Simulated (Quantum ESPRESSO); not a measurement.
## Pressure against volume in wurtzite SiC (space group 186) (Quantum ESPRESSO, PBEsol)

```yaml
crystal:
  lattice:
    - [2.99057, 0.00000, 0.00000]
    - [-1.49529, 2.58991, 0.00000]
    - [0.00000, 0.00000, 4.90337]
  atoms:
    - { symbol: Si, position: [0.33333, 0.66667, 0.00000] }
    - { symbol: Si, position: [0.66667, 0.33333, 0.50000] }
    - { symbol: C, position: [0.33333, 0.66667, 0.37500] }
    - { symbol: C, position: [0.66667, 0.33333, 0.87500] }
```

Method of the run: PBEsol, GBRV 1.5 ultrasoft (PBESOL) pseudopotentials (plane waves; Quantum ESPRESSO). Settings: ecutwfc = 52 Ry; ecutrho = 260 Ry; occupations = smearing; smearing = fd; degauss = 0.000734986 Ry; potentials = {Si: si_pbesol_v1.uspp.F.UPF, C: c_pbesol_v1.2.uspp.F.UPF}; K_POINTS = automatic 12 12 7 0 0 0; conv_thr = 1e-10 Ry. The cell above is the first row's. The rows scale it uniformly. In all rows fractional positions and the k mesh are held.

| V (Å^3/atom) | P (GPa) |
|---|---|
| 9.495 | 22.40 |
| 9.701 | 16.08 |
| 9.907 | 10.35 |
| 10.114 | 5.16 |
| 10.320 | 0.45 |
| 10.527 | -3.82 |
| 10.733 | -7.70 |
| 10.939 | -11.21 |
| 11.146 | ? |

The 8 complete rows are fitted with a cubic, P against V. With u = V - 10.2, the rows have u = -0.7050, -0.4990, -0.2930, -0.0860, 0.1200, 0.3270, 0.5330, 0.7390. Least squares gives P = 3.131 - 22.9712·u + 5.5142·u² - 0.9442·u³. Residuals (row less fit): 0.003, -0.004, -0.009, 0.012, -0.002, 0.004, -0.011, 0.004; standard error 0.010 (degrees of freedom: 4). The fitted pressure is zero at V0 = 10.34, where dP/dV = -21.47, so B0 = -V0·dP/dV = 222 GPa.

### Question
Estimate the missing P (V = 11.146); what did the run itself give?

### Answer
u = 0.9460, so P = 3.131 - 22.9712 × 0.9460 + 5.5142 × 0.9460² - 0.9442 × 0.9460³ = -14.464 GPa. The calculation gives -14.39 GPa, 0.074 GPa above the prediction (0.2 % of the range of P in the table). The row lies outside the fitted rows, so this is an extrapolation. From the scatter of the fitted rows alone, a prediction at this place has a standard error of 0.027 GPa, so the miss is 2.8 times that.

Carrying the step between the two nearest rows on in a straight line would have given -14.74, off by 0.35; series whose last step already gives the withheld value aren't shown. The scan was laid around a cell of about the measured size, scaled by a guess for this functional; axis ratios and inner coordinates come from that cell. This is the 2H polytype. The runs keep the symmetry of the cell, so they don't test it for distortions. The shape of the cell and the inner coordinates aren't relaxed, so V0 and B0 belong to this uniform scaling; a relaxed crystal lies no higher in energy and is usually softer (forces reach 0.09 eV/Å in these rows). Cutoffs and mesh are single choices, not tested for convergence of this quantity. Series with a scatter that would blur these digits, or in which a gap closes, are not shown.
